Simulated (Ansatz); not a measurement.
CdS (F-43m), PBEsol with spin-orbit coupling, rigid bands (Ansatz, a program for electronic structure): Condition of this run: hydrostatic pressure 2 GPa (the target of the relaxation). band gap 1.06 eV, N_c = 1.14e18 cm⁻³ and N_v = 5.49e19 cm⁻³ at 300 K, conductivity masses of 0.131 mₑ (electrons) and 0.889 mₑ (holes). Take k_BT = 0.02585 eV.

**Question.** What thermal injection velocity √(2k_BT/πm) limits a ballistic channel?

**Answer.** 1.49e7 cm/s for electrons and 5.71e6 cm/s for holes, a ratio of √(m_h/m_e) = 2.61, for dilute carriers.

**Question.** A film of it is 8 nm thick. Estimate the confinement energies in an infinite well.

**Answer.** ħ²π²/(2m t²) = 0.376 eV·nm²/(m/mₑ × t²) gives 44.9 meV for electrons and 6.61 meV for holes, so the gap would widen to about 1.11 eV. Finite barriers and nonparabolic bands lower this, and with several valleys or bands the heaviest mass along the normal sets the lowest level, not this average.

**Question.** Find the intrinsic carrier density and the intrinsic Fermi level.

**Answer.** n_i = √(N_c N_v) exp(−E_g/2k_BT) = 7.91e18 × exp(−20.50) = 9.9e9 cm⁻³. The level lies (k_BT/2) ln(N_v/N_c) = 50 meV from mid-gap (positive towards the conduction band). Each 0.1 eV added to the gap lowers n_i by a factor of 6.9.

Rigid, parabolic bands with the computed gap; masses take one relaxation time for all states.
